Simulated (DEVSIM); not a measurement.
Structure: Pd/HfO2/n-Ge capacitor, at 300 K.

```tsv
layer (left to right)	material	thickness (nm)	Nd (cm⁻³)
1	HfO2	21.0	-
2	Ge	1300	2e17
```

Metal gate on the left, work function 5.2 eV. Fixed charge at the semiconductor interface -7.5e10 cm⁻² (in units of +e); no interface traps.

The device is made up for the run: typed textbook-type constants, with dimensions and the other settings drawn at random. Values at 300 K; Nc and Nv go as T^1.5, mobilities as T to minus their exponent, the gap by Varshni's rule with the affinity fixed.

| parameter | HfO2 | Ge |
|---|---|---|
| gap (eV) | 5.7 | 0.664 |
| affinity (eV) | 2.5 | 4 |
| permittivity | 22 | 16 |
| Nc (cm⁻³) | - | 1.04e19 |
| Nv (cm⁻³) | - | 6e18 |
| Varshni α (eV/K) | - | 0.000477 |
| Varshni β (K) | - | 235 |

DEVSIM, 1D Poisson equation in equilibrium, Boltzmann statistics, complete ionisation; no quantum confinement or tunnelling. Metal contacts follow the ideal Schottky-Mott rule: no Fermi-level pinning, no interface dipoles.

The temperature was swept, all else fixed.

| temperature (K) | threshold voltage (band bending 2φF) (V) | flat-band voltage (V) | minimum of the low-frequency capacitance (μF/cm²) |
|---|---|---|---|
| 250 | 0.36 | 1.13 | 0.187 |
| 300 | 0.41 | 1.11 | 0.204 |
| 350 | 0.47 | 1.09 | 0.224 |
| 400 | 0.53 | 1.06 | 0.251 |
| 450 | 0.60 | 1.04 | 0.292 |
| 500 | [?] | 1.01 | [?] |

Problem. Some entries are withheld; supply them.

Solution. 
- 500, threshold voltage (band bending 2φF) (V): 0.66
- 500, minimum of the low-frequency capacitance (μF/cm²): 0.347
